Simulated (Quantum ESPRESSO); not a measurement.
# Pressure against volume in zinc-blende BeS (space group 216) (Quantum ESPRESSO, LDA)

```yaml
crystal:
  lattice:
    - [0.00000, 2.34030, 2.34030]
    - [2.34030, 0.00000, 2.34030]
    - [2.34030, 2.34030, 0.00000]
  atoms:
    - { symbol: Be, position: [0.00000, 0.00000, 0.00000] }
    - { symbol: S, position: [0.75000, 0.75000, 0.75000] }
```

Level of theory: LDA (PZ), GBRV 1.5 ultrasoft (LDA) pseudopotentials (plane waves; Quantum ESPRESSO). Settings: ecutwfc = 52 Ry; ecutrho = 260 Ry; occupations = smearing; smearing = fd; degauss = 0.000734986 Ry; potentials = {Be: be_lda_v1.4.uspp.F.UPF, S: s_lda_v1.4.uspp.F.UPF}; K_POINTS = automatic 12 12 12 0 0 0; conv_thr = 1e-10 Ry. The cell above is the first row's. The rows scale it uniformly. In all rows fractional positions and the k mesh are held.

```csv
V (Å^3/atom),P (GPa)
12.818,8.63
13.096,5.87
13.375,3.36
13.654,1.09
13.932,-0.97
14.211,-2.85
14.490,-4.55
14.768,-6.10
15.047,?
```

Problem. Fit P against V with a cubic, and predict the withheld value at V = 15.047.

Solution. With u = V - 13.8, the rows have u = -0.9820, -0.7040, -0.4250, -0.1460, 0.1320, 0.4110, 0.6900, 0.9680. Least squares gives P = -0.020 - 7.3791·u + 1.2927·u² - 0.1642·u³. Residuals (row less fit): 0.002, -0.003, -0.002, 0.005, 0.002, -0.004, 0.000, 0.001; standard error 0.004 (degrees of freedom: 4). The fitted pressure is zero at V0 = 13.80, where dP/dV = -7.386, so B0 = -V0·dP/dV = 102 GPa. At the withheld row, u = 1.2470, so P = -0.020 - 7.3791 × 1.2470 + 1.2927 × 1.2470² - 0.1642 × 1.2470³ = -7.530 GPa. The calculation gives -7.51 GPa, 0.020 GPa above the prediction (0.1 % of the range of P in the table). The row lies outside the fitted rows, so this is an extrapolation. From the scatter of the fitted rows alone, a prediction at this place has a standard error of 0.010 GPa, so the miss is 2.0 times that.

Carrying the step between the two nearest rows on in a straight line would have given -7.66, off by 0.15; series whose last step already gives the withheld value aren't shown. The scan was laid around a cell of about the measured size, scaled by a guess for this functional. The runs keep the symmetry of the cell, so they don't test it for distortions. Cutoffs and mesh are single choices, not tested for convergence of this quantity. Series with a scatter that would blur these digits, or in which a gap closes, are not shown.
